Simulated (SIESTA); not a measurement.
# Input and output of a self-consistent single point for CrW (Cmmm, 2 atoms in the cell) (SIESTA)

Level of theory: LDA PW92, numerical atomic orbitals DZP, PseudoDojo LDA standard norm-conserving potentials (rewritten from UPF to PSML) (SIESTA).

This input was run:

```
# files in the folder: Cr.psml W.psml (PseudoDojo LDA standard)
SystemName  CrW
SystemLabel crw

NumberOfAtoms                2
NumberOfSpecies              2
%block ChemicalSpeciesLabel
  1 24 Cr
  2 74 W
%endblock ChemicalSpeciesLabel
LatticeConstant              1.0 Ang
%block LatticeVectors
     1.528965000   -2.191225000    0.000000000
     1.528965000    2.191225000    0.000000000
     0.000000000    0.000000000    4.218100000
%endblock LatticeVectors
AtomicCoordinatesFormat      Ang
%block AtomicCoordinatesAndAtomicSpecies
     0.000000000    0.000000000    0.000000000  1
     1.528965000    0.000000000    2.109050000  2
%endblock AtomicCoordinatesAndAtomicSpecies

XC.functional                LDA
XC.authors                   PW92
PAO.BasisSize                DZP
PAO.EnergyShift              0.005 Ry
MeshCutoff                   400 Ry
%block kgrid.MonkhorstPack
   17   0   0  0.0
    0  17   0  0.0
    0   0  10  0.0
%endblock kgrid.MonkhorstPack
OccupationFunction           FD
ElectronicTemperature        1160.45 K

MaxSCFIterations             150
SCF.Mixer.Method             Pulay
SCF.Mixer.Weight             0.25
SCF.Mixer.History            6
SCF.DM.Tolerance             1.0E-04
Diag.ParallelOverK           true
WriteForces                  true
```

Log, with long lists cut:

```
reinit: Reading from file input.fdf

reinit: System Name: CrW
reinit: System Label: crw

coor:   Atomic-coordinates input format  =     Cartesian coordinates
coor:                                          (in Angstroms)

siesta: Atomic coordinates (Bohr) and species
siesta:      0.00000   0.00000   0.00000  1        1
siesta:      2.88933   0.00000   3.98553  2        2

siesta: System type = bulk

initatomlists: Number of atoms, orbitals, and projectors:      2    38    50

siesta: ******************** Simulation parameters ****************************
redata: Spin configuration                          = none
redata: Time-Reversal Symmetry                      = T
redata: Number of Atomic Species                    =        2
redata: Mesh Cutoff                                 =   400.0000 Ry
redata: Net charge of the system                    =     0.0000 |e|
redata: Min. number of SCF Iter                     =        0
redata: Max. number of SCF Iter                     =      150
redata: SCF convergence failure will abort job
redata: SCF mix quantity                            = Hamiltonian
redata: Mix DM or H after convergence               =   F
redata: Recompute H after scf cycle                 =   F
redata: Mix DM in first SCF step                    =   T
redata: No kicks to SCF
redata: DM Mixing Weight for Kicks                  =     0.5000
redata: Require Harris convergence for SCF          =   F
redata: Harris energy tolerance for SCF             =     0.000100 eV
redata: Require DM convergence for SCF              =   T
redata: DM tolerance for SCF                        =     0.000100
redata: Require EDM convergence for SCF             =   F
redata: EDM tolerance for SCF                       =     0.001000 eV
redata: Require H convergence for SCF               =   T
redata: Hamiltonian tolerance for SCF               =     0.001000 eV
redata: Require (free) Energy convergence for SCF   =   F
redata: (free) Energy tolerance for SCF             =     0.000100 eV
redata: Using DFT-D3 dispersion                     =   F
redata: Using Saved Data (generic)                  =   F
redata: Method of Calculation                       = Diagonalization
redata: Electronic Temperature                      =  1160.4500 K
redata: Number of TDED substeps                     =        3
redata: Dynamics option                             = Single-point calculation
redata: Save all siesta data in one NC              =   F
redata: ***********************************************************************

%block SCF.Mixers
  Pulay
%endblock SCF.Mixers

%block SCF.Mixer.Pulay
  # Mixing method
  method pulay
  variant stable

  # Mixing options
  weight 0.2500
  weight.linear 0.2500
  history 6
%endblock SCF.Mixer.Pulay

DM_history_depth set to one: no extrapolation allowed by default for geometry relaxation
Size of DM history Fstack: 1
Total number of electrons:    28.000000
Total ionic charge:    28.000000

* ProcessorY, Blocksize:    1  39

* Orbital distribution balance (max,min):    38    38

k-point displ. along   3 input, could be:     0.00    0.50
 Kpoints in:         1530 . Kpoints trimmed:         1454

siesta: k-grid: Number of k-points = 1454
siesta: k-points from Monkhorst-Pack grid
siesta: k-cutoff (effective) =    21.090 Ang
siesta: k-point supercell and displacements
siesta: k-grid:    17     0     0      0.000
siesta: k-grid:     0    17     0      0.000
siesta: k-grid:     0     0    10      0.000

diag: Algorithm                                     = D&C
diag: Parallel over k                               =   F
diag: Use parallel 2D distribution                  =   F
diag: Parallel block-size                           = 39
diag: Parallel distribution                         =     1 x     1
diag: Used triangular part                          = Lower
diag: Absolute tolerance                            =  0.100E-15
diag: Orthogonalization factor                      =  0.100E-05
diag: Memory factor                                 =  1.0000

superc: Internal auxiliary supercell:     9 x     9 x     5  =     405
superc: Number of atoms, orbitals, and projectors:    810  15390  20250

                        Single-point calculation

superc: Internal auxiliary supercell:     9 x     9 x     5  =     405
superc: Number of atoms, orbitals, and projectors:    810  15390  20250

outcell: Unit cell vectors (Ang):
        1.528965   -2.191225    0.000000
        1.528965    2.191225    0.000000
        0.000000    0.000000    4.218100

outcell: Cell vector modules (Ang)   :    2.671928    2.671928    4.218100
outcell: Cell angles (23,13,12) (deg):     90.0000     90.0000    110.1879
outcell: Cell volume (Ang**3)        :     28.2639
new_DM -- step:     1
Initializing Density Matrix...

Attempting to read DM from file... Failed...
DM filled with atomic data:

InitMesh: MESH = 32 x 32 x 54 = 55296
InitMesh: Mesh cutoff (required, used) =   400.000   450.010 Ry

stepf: Fermi-Dirac step function

        iscf     Eharris(eV)        E_KS(eV)     FreeEng(eV)     dDmax    Ef(eV) dHmax(eV)
   scf:    1    -4401.274666    -4461.968549    -4461.996723  1.586805 -2.191128 29.150242
   scf:    2    -4206.868365    -4412.460185    -4412.533334  1.973300 -5.161591 41.296957
   scf:    3    -4464.710795    -4482.550932    -4482.585110  1.171341 -3.549727  9.297114
   scf:    4    -4472.497361    -4481.855628    -4481.918388  0.645317 -5.015945  9.580511
   scf:    5    -4473.442739    -4482.454349    -4482.494303  0.537763 -4.038586  8.617372
   scf:    6    -4485.595202    -4484.737753    -4484.784876  0.229551 -4.420623  1.610237
   scf:    7    -4484.791342    -4484.766100    -4484.814064  0.022159 -4.464247  1.261534
   scf:    8    -4484.834752    -4484.814017    -4484.863247  0.029211 -4.517756  0.302889
   scf:    9    -4484.817568    -4484.816728    -4484.866243  0.007282 -4.528624  0.058162
   scf:   10    -4484.816765    -4484.816766    -4484.866336  0.001072 -4.530949  0.021890
   scf:   11    -4484.816714    -4484.816747    -4484.866351  0.000682 -4.532385  0.000705
   scf:   12    -4484.816751    -4484.816749    -4484.866351  0.000022 -4.532334  0.000105

SCF Convergence by DM+H criterion
max |DM_out - DM_in|         :     0.0000216987
max |H_out - H_in|      (eV) :     0.0001049902
SCF cycle converged after 12 iterations

Using DM_out to compute the final energy and forces

siesta: E_KS(eV) =            -4484.8167

siesta: E_KS - E_eggbox =     -4484.8167

siesta: Atomic forces (eV/Ang):
     1    0.000000    0.000000   -0.000000
     2   -0.000000   -0.000000    0.000000
   Tot    0.000000   -0.000000    0.000000
   Max    0.000000
   Res    0.000000    sqrt( Sum f_i^2 / 3N )
   Max    0.000000    constrained

Stress tensor Voigt[x,y,z,yz,xz,xy] (kbar):      146.65      151.09      167.31       -0.00       -0.00        0.00
(Free)E + p*V (eV/cell)    -4487.6010
Target enthalpy (eV/cell)    -4484.8664

siesta: Program's energy decomposition (eV):
siesta: Ebs     =      -937.873656
siesta: Eions   =      7035.613274
siesta: Ena     =      1525.142735
siesta: Ekin    =      1590.661962
siesta: Enl     =       167.546168
siesta: Eso     =         0.000000
siesta: Edftu   =         0.000000
siesta: DEna    =        66.759836
siesta: DUscf   =         2.438439
siesta: DUext   =         0.000000
siesta: Ex      =      -731.942753
siesta: Ec      =       -69.809861
siesta: Exc     =      -801.752614
siesta: Eharris =     -4484.816751
siesta: Etot    =     -4484.816749
siesta: FreeEng =     -4484.866351

siesta: Stress tensor (static) (eV/Ang**3):
siesta:     0.091533    0.000000   -0.000000
siesta:     0.000000    0.094304   -0.000000
siesta:    -0.000000   -0.000000    0.104426

siesta: Cell volume =         28.263854 Ang**3

siesta: Pressure (static):
siesta:                Solid            Molecule  Units
siesta:          -0.00105378         -0.00105378  Ry/Bohr**3
siesta:          -0.09675404         -0.09675404  eV/Ang**3
siesta:        -155.01706074       -155.01706074  kBar
```

The run converged in 12 iterations.

The starting cell comes from a database of computed structures (which also holds hypothetical and non-ambient phases and stackings), without a prior relaxation at this level. Spin polarisation is off. Values carry the incompleteness of an atom-centred basis. With a pressure of about -16 GPa the cell is away from its equilibrium volume at this level.

Cost on one core of a shared machine: roughly 2 min.
